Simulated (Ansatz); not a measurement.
Ansatz (a quantum-chemistry and plane-wave program) is run on LaBi (P6_3/mmc, 4 atoms in the cell), and the run fails. The aim is a self-consistent single point with DFT, LDA (PW92), plane waves, default PAW files made with PBE.

Cell that was meant: a = 5.1439 Å, b = 5.1439 Å, c = 7.1694 Å, α = 90.00°, β = 90.00°, γ = 120.00°.

Part of the input:

Ansatz 0.2 input:
```yaml
scf:
  occupations: { method: cold, width: 0.05 }
output:
  force: true
  eigenvalues: true
  stress: true
```

The program printed (abridged):

```
Error: YAML parse error: error: line 20 column 3: unknown field `force`, expected one of write_density, write_potential, write_potential_components, volumetric_format, write_bands, fatbands, populations, hubbard, elf, band_densities, bader, dos, optics, efg, charged_corrections, wannier, polarization, topological_invariants, transmission, current_voltage, crpa, pair_interaction, rpa_energy, embedding, core_levels, xc_energy_on_converged_density, boltztrap, local_orbitals, orbitals, eigenstates, states_by_energy, atomic_orbital_hamiltonian, active_space, given_orbital_levels, support_matrices, forces, stress, cutoff_correction, eigenvalues, band_residual_tolerance, publish_guard_bands
  --> <input>:20:3
   |
18 |   occupations: { method: cold, width: 0.05 }
19 | output:
20 |   force: true
   |   ^ unknown field `force`, expected one of write_density, write_potential, write_potential_components, volumetric_format, write_bands, fatbands, [...]
21 |   eigenvalues: true
22 |   stress: true
   |
```

Task: From the messages shown, name the fault and mend the input.

Result: The program does not know the word force. To fix it, write forces. The program stopped before any SCF iteration.

The sound input it was made from differs as follows (other fixes are possible):
```diff
-  force: true
+  forces: true
```

With that input, the run converged in 6 iterations: free energy E − TS (on the zero of these files) -36326.4946 eV; Fermi level (on the code's own zero) 7.83 eV; pressure -4.95 GPa (DFT, LDA (PW92), plane waves, default PAW files made with PBE).

On the sound input: the starting cell was generated: these elements placed on a structure prototype, without a prior relaxation; it need not be a known phase or ordering of this composition. With a pressure of about -5 GPa the cell is away from its equilibrium volume at this level. Ansatz's pressure includes its estimate of the finite-basis (Pulay) stress.
